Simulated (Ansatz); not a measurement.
Base system: Si in the diamond structure (space group Fd-3m, No. 227; a = 5.4443 Å).

The values are results of r2SCAN/PAW in Ansatz (a quantum-chemistry and plane-wave program), without spin-orbit coupling, not measurements.

For the base:

| Item | Result |
|---|---|
| Lattice parameter a | 544.4 pm |
| Gap character | indirect, Γ → Γ–X (87 % along) |

Modification: a hydrostatic pressure of 7.5 GPa.

Task: Estimate the effect on the mean gap deformation potential ΔEg/Δln V, lattice parameter a and gap character.

Result: The mean gap deformation potential ΔEg/Δln V comes out as +1.9 eV; the lattice parameter a drops by 12.1 pm, from 544.4 pm to 532.3 pm; the gap character stays indirect, Γ → Γ–X (87 % along).

Load acts through the strain it causes; cell and atoms are relaxed under it. No phonon test of stability was made. Tetrahedral semiconductors of this kind turn to denser phases somewhere between about 1 and 50 GPa; those were not computed, so compressed cells here can lie past the real transition.
